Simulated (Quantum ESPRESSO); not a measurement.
Input and output of a relaxation of the atoms for the (001) slab of ZrB2 (cut from a parent of space group no. 191; 6 atoms in the cell) (Quantum ESPRESSO).

Method: PBEsol, GBRV 1.5 ultrasoft (PBESOL) pseudopotentials (plane waves; Quantum ESPRESSO).

The input file:

```fortran
&CONTROL
    calculation = 'relax',
    prefix = 'zrb2',
    outdir = './out',
    pseudo_dir = './',
    forc_conv_thr = 1.2e-03,
    tefield = .true.,
    dipfield = .true.,
/
&SYSTEM
    ibrav = 0,
    nat = 6,
    ntyp = 2,
    ecutwfc = 40,
    ecutrho = 320,
    occupations = 'smearing',
    smearing = 'cold',
    degauss = 0.0099958,
    edir = 3,
    emaxpos = 0.969,
    eopreg = 0.05,
    eamp = 0.0,
/
&ELECTRONS
    conv_thr = 1.0d-10,
    mixing_beta = 0.3,
/
&IONS
/
ATOMIC_SPECIES
Zr    91.2240  zr_pbesol_v1.uspp.F.UPF
B     10.8100  b_pbesol_v1.4.uspp.F.UPF
ATOMIC_POSITIONS {crystal}
Zr   -0.0110300000   -0.0029370000    0.4542010000
Zr    0.0081170000    0.0138400000    0.6366840000
B     0.3433440000    0.6655400000    0.3634890000
B     0.6644920000    0.3299360000    0.3605310000
B     0.3275220000    0.6621120000    0.5463080000
B     0.6675560000    0.3315090000    0.5468930000
K_POINTS {automatic}
7 7 1  0 0 0
CELL_PARAMETERS {angstrom}
   3.1694210000     0.0000000000     0.0000000000
  -1.5847100000     2.7447990000     0.0000000000
   0.0000000000     0.0000000000    19.3286000000
```

Output (repeated stretches shortened):

```
     Self-consistent Calculation

     iteration #  1     ecut=    40.00 Ry     beta= 0.30

     negative rho (up, down):  1.216E-01 0.000E+00

     Adding external electric field

     Computed dipole along edir(3) :
        Dipole                3.6365 Ry au,          9.2431 Debye
        Dipole field          0.0403 Ry au,

        Potential amp.       -2.7949 Ry
        Total length         34.6995 bohr

     total energy              =    -221.37947525 Ry
     estimated scf accuracy    <       5.75530941 Ry

     iteration #  2     ecut=    40.00 Ry     beta= 0.30

     negative rho (up, down):  1.213E-01 0.000E+00

   [... lines left out ...]
        Dipole field          0.0018 Ry au,

        Potential amp.       -0.1226 Ry
        Total length         34.6995 bohr

     total energy              =    -223.82316959 Ry
     estimated scf accuracy    <          4.5E-10 Ry

     iteration # 23     ecut=    40.00 Ry     beta= 0.30

     negative rho (up, down):  1.243E-01 0.000E+00

     Adding external electric field

     Computed dipole along edir(3) :
        Dipole                0.1595 Ry au,          0.4054 Debye
        Dipole field          0.0018 Ry au,

        Potential amp.       -0.1226 Ry
        Total length         34.6995 bohr
     End of self-consistent calculation

     the Fermi energy is     2.3283 ev

!    total energy              =    -223.82316959 Ry
     estimated scf accuracy    <          6.6E-11 Ry
     smearing contrib. (-TS)   =      -0.00067663 Ry
     internal energy E=F+TS    =    -223.82249296 Ry

     electric field correction =       0.00028170 Ry

     convergence has been achieved in  23 iterations

     negative rho (up, down):  1.243E-01 0.000E+00

     Forces acting on atoms (cartesian axes, Ry/au):

     atom    1 type  1   force =     0.01926220    0.00196960   -0.02996375
     atom    2 type  1   force =    -0.00237741   -0.01231763   -0.02744517
     atom    3 type  2   force =    -0.01054208   -0.00107656    0.01057255
     atom    4 type  2   force =    -0.00120447    0.00019315    0.03695976
   [... lines left out ...]
     Total force =     0.063855     Total SCF correction =     0.000041
     the Fermi energy is     2.3767 ev
!    total energy              =    -223.83499111 Ry
     Total force =     0.002423     Total SCF correction =     0.000004
     bfgs converged in  10 scf cycles and   9 bfgs steps
     Final energy             =    -223.8349911131 Ry
   [... lines left out ...]
Zr              -0.0008479942        0.0001034288        0.6314748755
B                0.3329032593        0.6655966311        0.3677834788
B                0.6676393188        0.3325441730        0.3679433406
B                0.3333653792        0.6675810697        0.5444196231
B                0.6669473407        0.3343441012        0.5444419875
End final coordinates

   JOB DONE.
```

The run converged.  The full log also holds: “c_bands:  1 eigenvalues not converged”. The full log also holds: “WARNING: bfgs curvature condition failed, Theta= 0.953”.

Summary of the result:
| Property | Value |
|---|---|
| Free energy E − TS | -3045.4302 eV |
| Fermi level (on the code's own zero) | 2.38 eV |
| Largest force (vector length) | 0.033 eV/Å |
| Relaxation steps | 9 |

The starting cell comes from a database of computed structures (which also holds hypothetical and non-ambient phases and stackings), without a prior relaxation at this level. The slab is cut from that crystal, and its faces start unrelaxed. Its lattice was rescaled in the plane by a random factor within 2.5 % of one. For this run, on top of that: atoms moved at random. Spin polarisation is off, though cut faces can carry moments; the slab shows no gap.

Cost on one core of a shared machine: roughly 20 min.
